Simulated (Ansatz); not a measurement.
Refining one setting for Rb₂ScAgF₆ (Fm-3m, 10 atoms in the cell)

Space group Fm-3m (No. 225); a = b = c = 8.4107 Å, α = β = γ = 90.00°

| atom | site | symmetry | x | y | z |
|---|---|---|---|---|---|
| Rb | 8c | -43m | 0.2500 | 0.2500 | 0.2500 |
| Ag | 4b | m-3m | 0.5000 | 0.5000 | 0.5000 |
| Sc | 4a | m-3m | 0.0000 | 0.0000 | 0.0000 |
| F | 24e | 4m.m | 0.0000 | 0.0000 | 0.2509 |
(The calculation used a cell of 10 atoms; values per cell refer to that cell.)

Method: LDA (PW92), default PAW files made with PBE (plane waves; Ansatz, a quantum-chemistry and plane-wave program).

The starting cell was generated: these elements placed on a structure prototype, without a prior relaxation; it need not be a known phase or ordering of this composition. In the base run, with a pressure of about 4 GPa the cell is away from its equilibrium volume at this level. In the base run, forces exceed 1 eV/Å. Ansatz's pressure includes its estimate of the finite-basis (Pulay) stress.

Held fixed: kpoints.mp_grid.grid = 7 7 7; hamiltonian.xc = lda; hamiltonian.pseudopotentials = {kind: paw} (the program's default PAW files); scf.occupations.method = cold; scf.occupations.width = 0.1 eV.

ΔF is the free energy per atom less that of the last row (840 eV).

The first pressure column holds Ansatz's estimate of the finite-basis (Pulay) stress, which hides part of the cutoff error; the other is without it.

| basis.ecutwfc | ΔF (meV/atom) | pressure (GPa) | largest force (eV/Å) | gap on the mesh (eV) | pressure at a fixed set of plane waves (GPa) | plane waves | iterations |
|---|---|---|---|---|---|---|---|
| 170 eV | 17293.4 | 25.36 | 4.642 | 2.045 | -536.63 | 725 | 10 |
| 210 eV | 5924.5 | 0.43 | 4.432 | 1.994 | -240.66 | 965 | 9 |
| 250 eV | 1999.7 | -0.11 | 3.458 | 1.855 | -100.09 | 1363 | 8 |
| 295 eV | 528.2 | 3.68 | 3.386 | 1.792 | -31.32 | 1687 | 9 |
| 335 eV | 142.4 | 3.70 | 3.439 | 1.786 | -8.09 | 2085 | 9 |
| 380 eV | 27.6 | 3.70 | 3.455 | 1.787 | 0.81 | 2445 | 8 |
| 420 eV | 5.8 | 3.74 | 3.454 | 1.788 | 3.07 | 2891 | 8 |
| 485 eV | 1.26 | 3.77 | 3.454 | 1.788 | 3.74 | 3695 | 8 |
| 545 eV | 1.13 | 3.76 | 3.454 | 1.789 | 3.76 | 4285 | 8 |
| 630 eV | 0.97 | 3.76 | 3.453 | 1.789 | 3.76 | 5329 | 8 |
| 735 eV | 0.67 | 3.76 | 3.453 | 1.789 | 3.73 | 6735 | 8 |
| 840 eV | 0.00 | 3.76 | 3.453 | 1.789 | 3.72 | 8291 | 8 |

Pressure within 0.05 GPa of the last row: from basis.ecutwfc = 420 eV on; the one before it is off by 0.063 GPa. The value it settles on is 3.76 GPa at this level of theory and with the other settings as held.

Energy within 10 meV/atom of the last row: from basis.ecutwfc = 420 eV on; the one before it is off by 28 meV/atom.

The gap is read on the k-point mesh of the run and can differ from the gap over the whole zone at this level.

Keys are those of Ansatz 0.2.
